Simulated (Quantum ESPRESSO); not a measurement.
Input and output of a self-consistent single point for CaSe (Fm-3m, 2 atoms in the cell) (Quantum ESPRESSO).

Level of theory: PBE, spin-orbit coupling, PseudoDojo fully relativistic norm-conserving (PBE) pseudopotentials (plane waves; Quantum ESPRESSO 7.5).

```yaml
crystal:
  lattice:
    - [0.00000, 3.04004, 3.04004]
    - [3.04004, 0.00000, 3.04004]
    - [3.04004, 3.04004, 0.00000]
  atoms:
    - { symbol: Ca, position: [0.00000, 0.00000, 0.00000] }
    - { symbol: Se, position: [0.50000, 0.50000, 0.50000] }
```

Reference input (self-consistent single point, DFT, PBE, plane waves, SSSP 1.1.2 efficiency (PBE) pseudopotentials): ecutwfc = 40 Ry; ecutrho = 320 Ry; occupations = fixed; potentials = {Ca: Ca_pbe_v1.uspp.F.UPF, Se: Se_pbe_v1.uspp.F.UPF}; K_POINTS = automatic 6 6 6 0 0 0; nbnd = 16; conv_thr = 1e-08 Ry; mixing_beta = 0.7. This run's input differs from it in these lines:

```diff
@@ -13,6 +13,7 @@
    ntyp = 2
-   ecutwfc = 40
-   ecutrho = 320
+   ecutwfc = 90
    occupations = 'fixed'
-   nbnd = 16
+   nbnd = 42
+   noncolin = .true.
+   lspinorb = .true.
 /
@@ -23,4 +24,4 @@
 ATOMIC_SPECIES
-Ca    40.0780  Ca_pbe_v1.uspp.F.UPF
-Se    78.9710  Se_pbe_v1.uspp.F.UPF
+Ca    40.0780  Ca.upf
+Se    78.9710  Se.upf
 ATOMIC_POSITIONS {crystal}
```

The program printed (abridged):

```
     Self-consistent Calculation

     iteration #  1     ecut=    90.00 Ry     beta= 0.70

     Threshold (ethr) on eigenvalues was too large:
     Diagonalizing with lowered threshold

     total energy              =    -320.12963491 Ry
     estimated scf accuracy    <       0.04953415 Ry

     iteration #  2     ecut=    90.00 Ry     beta= 0.70

     total energy              =    -320.13887244 Ry
     estimated scf accuracy    <       0.01350958 Ry

     iteration #  3     ecut=    90.00 Ry     beta= 0.70

     total energy              =    -320.14266681 Ry
     estimated scf accuracy    <       0.00074549 Ry

   [... 2 blocks of this kind left out ...]

     iteration #  6     ecut=    90.00 Ry     beta= 0.70

     total energy              =    -320.14278545 Ry
     estimated scf accuracy    <       0.00000004 Ry

     iteration #  7     ecut=    90.00 Ry     beta= 0.70
     End of self-consistent calculation

     highest occupied, lowest unoccupied level (ev):     6.5943    8.6669

!    total energy              =    -320.14278546 Ry
     estimated scf accuracy    <          1.9E-09 Ry

     convergence has been achieved in   7 iterations

     Forces acting on atoms (cartesian axes, Ry/au):

     atom    1 type  1   force =     0.00000000    0.00000000    0.00000000
     atom    2 type  2   force =     0.00000000    0.00000000    0.00000000

     Total force =     0.000000     Total SCF correction =     0.000000

          total   stress  (Ry/bohr**3)                   (kbar)     P=      -25.64
  -0.00017433   0.00000000   0.00000000          -25.64        0.00        0.00
   0.00000000  -0.00017433   0.00000000            0.00      -25.64        0.00
   0.00000000   0.00000000  -0.00017433            0.00        0.00      -25.64

   JOB DONE.
```

The run converged in 7 iterations. Against the reference run the pressure moves little (-2.58 to -2.56 GPa) and the gap on the mesh goes from 2.201 to 2.073 eV.

The starting cell comes from a database of computed structures (which also holds hypothetical and non-ambient phases and stackings), without a prior relaxation at this level. Its lattice was rescaled by a random factor within 2.5 % of one.

Cost on one core of a shared machine: roughly 90 s.
